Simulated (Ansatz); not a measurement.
Gaps of 5 crystals under uniaxial stress along [001]

Cells relaxed with PBEsol to the stress (compression positive), bands by r2SCAN, rigid bands (plane waves, PAW, scalar-relativistic; Ansatz, a program for electronic structure). The strain is along the load.

```tsv
Crystal	gap unloaded (eV)	tension (GPa)	strain (%)	gap (eV)	compression (GPa)	strain (%)	gap (eV)
rocksalt YN (Fm-3m)	0.541	-9.00	3.52	0.491	3.00	-0.90	0.475
rocksalt SrO (Fm-3m)	3.791	-5.40	4.34	3.700	1.80	-1.03	3.723
rocksalt CaO (Fm-3m)	4.195	-6.60	4.21	4.125	2.20	-1.01	4.142
rocksalt MgO (Fm-3m)	5.614	-3.00	1.29	5.522	3.00	-1.12	5.664
rocksalt LiF (Fm-3m)	10.202	-1.20	1.27	10.120	3.60	-2.98	10.289
```

**Question.** Work out the change of the gap per unit strain on each side. Which crystal answers most strongly to tension, and does the size follow the gap?

**Answer.** 
| Crystal | tension (eV) | compression (eV) |
|---|---|---|
| YN (Fm-3m) | -1.4 | 7.3 |
| SrO (Fm-3m) | -2.1 | 6.6 |
| CaO (Fm-3m) | -1.7 | 5.2 |
| MgO (Fm-3m) | -7.1 | -4.5 |
| LiF (Fm-3m) | -6.5 | -2.9 |

Strongest under tension, with those that 0.01 eV in the gaps can't tell from it: MgO (Fm-3m), LiF (Fm-3m). The rank correlation of the size under tension with the unloaded gap is 0.80. In 3 of 5 crystals the two values differ in sign, which marks a turning point of the gap near zero load.

Gaps are resolved to about 0.01 eV, and the values are means up to the load shown; the lowest valley can differ between crystals and loads. Every relaxation keeps its starting phase, so transitions and fracture can't show.
